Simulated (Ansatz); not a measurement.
Take WTe2 (space group Fm-3m, No. 225; a = 6.661 Å; a hypothetical phase, not in the database extracts checked) as the base.

Method: Ansatz (a program for electronic structure) PBE, spin-orbit coupling left out, earlier PAW set.

Before the change:

| Quantity | Value |
|---|---|
| Magnetic state | not spin-polarised |
| Shortest interatomic distance | 2.884 Å |

Modification: Fe takes the place of Te on all its sites, then cell and atoms are relaxed.

Tabulated Pauling electronegativity and covalent radius: Te 2.10, 1.38 Å; Fe 1.83, 1.32 Å.

Q: What happens to the magnetic state?

A: The magnetic state becomes ferrimagnetic (base: not spin-polarised).

Q: What happens to the shortest interatomic distance?

A: The shortest interatomic distance falls by 0.456 Å (2.884 Å → 2.428 Å).

The magnetic state is the one reached from the starting moments; the real material's order can differ, and small cells can't hold many antiferromagnetic ones. Stability against distortions was not tested. Spin-polarised in the final run: Fe2W; the other runs are not. WTe2 has a high density of states at the Fermi level and may be magnetic at this level.
